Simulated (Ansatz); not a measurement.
Troubleshooting Ansatz (a quantum-chemistry and plane-wave program): a failed run on Na3Pd (Pm-3m, 4 atoms in the cell). The aim is a self-consistent single point with DFT, PBE, plane waves, default PAW files.

Cell that was meant: a = 4.6543 Å, b = 4.6543 Å, c = 4.6543 Å, α = 90.00°, β = 90.00°, γ = 90.00°.

Part of the input:

Ansatz 0.2 input:
```yaml
  pseudopotentials: { kind: paw }
scf:
  occupations: { method: cold, width: 0.2 eV }
  max_iter: 3
output:
  forces: true
  eigenvalues: true
```

Output (repeated stretches shortened):

```
SCF iter   1: F=—  HF=-11431.999599 eV  |F-HF|=—  |Δ(HF+E_count)|=         —  Δρ=3.41e-3  dr2=1.22e-2  ethr=1.77e-3  ⟨swp⟩=4.3  Hψ=4555  notcnv=0
all-band conjugate gradients solve this SCF's bands
preconditioner: auto → Kerker (q_TF=auto, 2.385 Å⁻¹)
SCF iter   2: F=—  HF=-11431.998817 eV  |F-HF|=—  |Δ(HF+E_count)|=   7.83e-4  S|Δr|=    0.00e0  Δρ=1.62e-3  dr2=3.30e-3  ethr=2.71e-5  ⟨swp⟩=3.0  Hψ=2724  notcnv=0
SCF iter   3: F=—  HF=-11431.998851 eV  |F-HF|=—  |Δ(HF+E_count)|=   3.43e-5  S|Δr|=    0.00e0  Δρ=9.74e-4  dr2=1.38e-3  ethr=7.33e-6  ⟨swp⟩=2.9  Hψ=2533  notcnv=0
Error: did not converge after 3 iterations: dr2 = 1.38e-3 (threshold 1.00e-7), under the density mixer `msr1`, which `scf.mixing.algorithm: auto` chose by the deck's other keys (type `scf.mixing.algorithm: msr1` to keep it); raise `scf.max_iter`, which need not help a stalled SCF, or adjust the mixing (`scf.mixing`) or, under a smearing, its width (`scf.occupations.width`, in either direction: another width is another result); this SCF holds its density and magnetisation to the symmetry operations that it keeps, and cannot end on a state that breaks one of them: if the state sought breaks one, re-run with `crystal.symmetry.detect: false`, without `crystal.symmetry.time_reversal: [...]
```

Task: Diagnose the run.

Result: The fault is an iteration limit that is too low. The loop is cut before its threshold is met, so whatever is printed at the end is not self-consistent. To fix it, raise the limit, or leave it to the default. The run ended unconverged after 3 iterations.

The sound input it was made from differs as follows (other fixes are possible):
```diff
-  max_iter: 3
```

With that input, the run converged in 7 iterations: free energy E − TS (on the zero of these files) -11431.9990 eV; Fermi level (on the code's own zero) 5.04 eV; pressure -0.85 GPa (DFT, PBE, plane waves, default PAW files).

On the sound input: the starting cell was generated: these elements placed on a structure prototype, without a prior relaxation; it need not be a known phase or ordering of this composition. Spin polarisation is off. Ansatz's pressure includes its estimate of the finite-basis (Pulay) stress.
